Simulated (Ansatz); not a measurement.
# LaN (model structure, started from the zincblende type, F-43m, No. 216, 2 atoms in the cell)

Level of theory: PBE in Ansatz (plane waves, PAW).

Numerical settings: plane-wave cutoff 520 eV, 10×10×10 k mesh, Fermi–Dirac smearing 0.01 eV, scalar-relativistic PAW data made under PBE.

Cell (relaxed with PBEsol):

Space group F-43m (No. 216); a = b = c = 5.546 Å, α = β = γ = 90.00°

| atom | site | symmetry | x | y | z |
|---|---|---|---|---|---|
| N | 4c | -43m | 0.2500 | 0.2500 | 0.2500 |
| La | 4a | -43m | 0.0000 | 0.0000 | 0.0000 |
(The calculation used a cell of 2 atoms; values per cell refer to that cell.)

```
Item                                           Value
-------------------------------------------  -------
band gap                                     1.19 eV
smallest direct gap on the k points sampled  2.31 eV
direct gap at Γ                              3.26 eV
```

Note: the relaxation could raise the start's symmetry but not lower it, so the cell can be a saddle point; cell and atoms aren't relaxed at this level (pressure 3.3 GPa).

Spin–orbit coupling is not included.

Static lattice: no zero-point or thermal effects.

The result took around 8 core-seconds (rough).

A model structure was made by putting elements into a prototype or built by hand; it is no filed structure, need not be a known phase, and can be a saddle point held by its symmetry.

Ansatz is a program for electronic structure.
